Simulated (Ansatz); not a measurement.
Response to strain in ZrSe2

The reference is ZrSe$_{2}$ in the CdI2 type structure (space group P-3m1, No. 164; a = 3.660 Å, c = 5.841 Å; layered, stacked along the Cartesian z axis; relaxed with 0.1 eV smearing). Axes: x lies along a and z along c of the hexagonal cell.

Strains are applied to the cell and any free atomic positions relax.

The values are results of PBEsol-D3(BJ) in Ansatz (plane waves to 420 eV, PAW, no spin-orbit coupling), not measurements.

Notes on the quantities. energy relative to the base: free energy F.

| uniaxial strain ε_xx (%) | energy relative to the base (meV/atom) |
|---|---|
| 0 | 0.0 |
| 0.5 | 0.2 |
| 1 | 0.8 |
| 1.5 | 1.8 |
| 2 | ? |
| 2.5 | 4.9 |

Fit ΔE = Aε² + Bε³ (ε in %) to the rows shown and predict the withheld row.

Least squares on the printed values gives A = 0.819 and B = -0.014 meV/atom (largest residual 0.0 meV/atom); this predicts 3.2 meV/atom, and the run gives 3.2 meV/atom, in agreement.

Stability against distortions was not tested. All final runs are without spin polarisation.

Ansatz is a first-principles code.
